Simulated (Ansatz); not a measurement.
The reference is BiSb in the CsCl type structure (space group Pm-3m, No. 221; a = 3.8944 Å; a hypothetical phase, not in the database extracts checked; relaxed with 0.1 eV smearing). Axes: x, y, z lie along the cube axes.

The values are results of DFT with PBE, PAW potentials and a 420 eV plane-wave cutoff in Ansatz (a first-principles code), spin-orbit coupling left out, not measurements.

A first run, uniaxial strain ε_xx = −1.14 %, gives secant values C11 ≈ 70 GPa and C12 ≈ 51 GPa from its stress. A second run applies isotropic strain +1.70 %.

Question: What does linear elasticity predict for the bulk modulus −ΔP/(ΔV/V₀) in the second run, and what does the run give?

Answer: Linear elasticity: (C11 + 2 C12)/3 = 57 GPa. The run gives 49 GPa; any difference comes from nonlinear terms at these strains and numerical noise.

Stability against distortions was not tested. The final runs are not spin-polarised.
